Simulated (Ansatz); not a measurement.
The parent structure is Se (space group P3_121, No. 152; a = 4.5294 Å, c = 5.0424 Å; made of chains). Axes: x lies along a and z along c of the hexagonal cell.

Calculations: PBE (Ansatz, a first-principles code, PAW, scalar-relativistic without spin-orbit coupling), earlier PAW set.

One thing is altered: uniaxial stress, 3 GPa compression along z; all other stress components relax to zero.

### Question
Estimate the effect on the strain response.

### Answer
The strain response (xx, yy, zz) amounts to (+4.29, +4.29, −5.47) %.

### Question
How does this affect the energy relative to the base?

### Answer
The energy goes up by 16 meV/atom.

Stability under load was not tested beyond the relaxation. No dispersion term is included, though the crystal is made of layers, chains or molecules, so its spacings can come out too wide.
